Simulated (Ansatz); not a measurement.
Base system: ZnSiP$_{2}$ in the chalcopyrite structure (space group I-42d, No. 122; a = 5.3775 Å, c = 10.4661 Å).

Computed with Kohn–Sham DFT with the r2SCAN functional, run in Ansatz (an electronic-structure program) with PAW and 500 eV plane waves, scalar-relativistic without spin-orbit coupling.

One change was made to it. Results:

The electron mass goes from 1.3 mₑ along c, 0.25 mₑ across (at Γ) to 1.2 mₑ along c, 0.21 mₑ across (at Γ); the shortest interatomic distance falls by 0.205 Å, from 2.256 Å to 2.051 Å; the band gap drops by 0.98 eV, from 1.55 eV to 0.57 eV; the valence-band top at Γ (three highest levels, from the VBM) changes from 0.00, -0.13, -0.13 eV to 0.00, -0.18, -0.18 eV.

Question: Which change produced these results?
(A) pressure 60 GPa
(B) pressure 4.2 GPa
(C) pressure 18 GPa
(D) pressure 9 GPa

Answer: A, pressure 60 GPa. For comparison, the band gap in the other runs: pressure 18 GPa gives 1.19 eV; pressure 4.2 GPa gives 1.46 eV; pressure 9 GPa gives 1.36 eV.

Load acts through the strain it causes; cell and atoms are relaxed under it. Effective masses come from finite differences of ±0.01 Å⁻¹. No phonon test of stability was made. No other phases were tried under pressure.
